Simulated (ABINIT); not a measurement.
ABINIT run on LaZnIn (P6_3/mmc, 6 atoms in the cell): self-consistent single point.

Computed with PBEsol, PAW (JTH v2.0 PBE PAW, files made for PBE) (plane waves; ABINIT).

The change in words: lattice scaled by 0.98. Reference geometry:
```yaml
crystal:
  lattice:
    - [4.74429, 0.00000, 0.00000]
    - [-2.37215, 4.10868, 0.00000]
    - [0.00000, 0.00000, 8.00406]
  atoms:
    - { symbol: La, position: [0.00000, 0.00000, 0.00000] }
    - { symbol: La, position: [0.00000, 0.00000, 0.50000] }
    - { symbol: Zn, position: [0.66667, 0.33333, 0.25000] }
    - { symbol: Zn, position: [0.33333, 0.66667, 0.75000] }
    - { symbol: In, position: [0.66667, 0.33333, 0.75000] }
    - { symbol: In, position: [0.33333, 0.66667, 0.25000] }
```

Reference input (self-consistent single point, DFT, PBEsol, plane waves, PAW (JTH v2.0 PBE PAW, files made for PBE)): pseudos = [La.GGA_PBE-JTH.xml, Zn.GGA_PBE-JTH.xml, In.GGA_PBE-JTH.xml]; ecut = 816 eV; pawecutdg = 1633 eV; pawxcdev = 0; ixc = -116133; occopt = 3; tsmear = 0.00499791 Ha; ngkpt = 6 6 3; nshiftk = 1; shiftk = 0 0 0; potentials = JTH v2.0 PBE PAW; nband = 46. This run's input differs from it in these lines:

```diff
@@ -3,6 +3,6 @@
 pseudos "La.GGA_PBE-JTH.xml, Zn.GGA_PBE-JTH.xml, In.GGA_PBE-JTH.xml"
-acell 4.7442901946 4.7442901946 8.0040600000 Angstrom
+acell 4.6494040136 4.6494040136 7.8439790000 Angstrom
 rprim
-         1.0000000000   -0.0000000095    0.0000000000
-        -0.4999999918    0.8660254085    0.0000000000
+         1.0000000000   -0.0000000007    0.0000000000
+        -0.4999999994    0.8660254041    0.0000000000
          0.0000000000    0.0000000000    1.0000000000
```

Log, with long lists cut:

```
--- !BeginCycle
solver: {iscf: 17, nstep: 80, nline: 4, wfoptalg: 10, }
tolerances: {toldfe: 1.00E-09, }
...

     iter   Etot(hartree)      deltaE(h)  residm     nres2
 ETOT  1  -304.04460524601    -3.040E+02 7.079E+00 5.633E+02
 ETOT  2  -310.41060000738    -6.366E+00 1.231E+00 4.246E+02
 ETOT  3  -309.32347882933     1.087E+00 6.889E-01 1.556E+02
 ETOT  4  -309.17609840773     1.474E-01 1.896E-01 8.183E+01
 ETOT  5  -309.00974876576     1.663E-01 4.378E-02 4.111E+01
   [... 10 lines left out ...]
 ETOT 16  -308.84222294779    -1.834E-09 4.489E-03 1.076E-07
 ETOT 17  -308.84222294898    -1.183E-09 3.726E-03 1.551E-08
 ETOT 18  -308.84222294904    -6.179E-11 8.633E-03 2.332E-09
 ETOT 19  -308.84222294913    -9.101E-11 3.947E-03 1.075E-09
 At SCF step   19, etot is converged :
  for the second time, diff in etot=  9.101E-11 < toldfe=  1.000E-09

 Cartesian components of stress tensor (hartree/bohr^3)
  sigma(1 1)= -6.08299307E-05  sigma(3 2)=  0.00000000E+00
  sigma(2 2)= -6.08299296E-05  sigma(3 1)=  0.00000000E+00
  sigma(3 3)= -3.69903162E-06  sigma(2 1)=  1.02156086E-13

 ----iterations are completed or convergence reached----

 reduced coordinates (array xred) for    6 atoms
       0.000000000000      0.000000000000     -0.000000000000
       0.000000000000      0.000000000000      0.500000000000
       0.666666666667      0.333333333333      0.250000000000
       0.333333333333      0.666666666667      0.750000000000
       0.666666666667      0.333333333333      0.750000000000
       0.333333333333      0.666666666667      0.250000000000
   [... lines left out ...]
 Fermi (or HOMO) energy (hartree) =   0.22256   Average Vxc (hartree)=  -0.38920
 Fermi (or HOMO) energy (eV) =   6.05614   Average Vxc (eV)= -10.59074
   [... lines left out ...]
'-kT*entropy'       : -9.48280154365680E-03
total_energy        : -3.08842228074515E+02
total_energy_eV     : -8.40402442031328E+03
...

-Cartesian components of stress tensor (GPa)         [Pressure=  1.2294E+00 GPa]
- sigma(1 1)= -1.78967805E+00  sigma(3 2)=  0.00000000E+00
- sigma(2 2)= -1.78967802E+00  sigma(3 1)=  0.00000000E+00
- sigma(3 3)= -1.08829249E-01  sigma(2 1)=  3.00553530E-09

 Calculation completed.
```

The run converged in 19 iterations. Against the reference run the free energy falls by 4.2 meV/atom and the pressure goes from -2.54 to 1.23 GPa.

The starting cell comes from a database of computed structures (which also holds hypothetical and non-ambient phases and stackings), without a prior relaxation at this level. For this run, on top of that: lattice scaled by 0.98. The potentials were made for another functional than the one used.

Cost on one core of a shared machine: roughly 10 min.
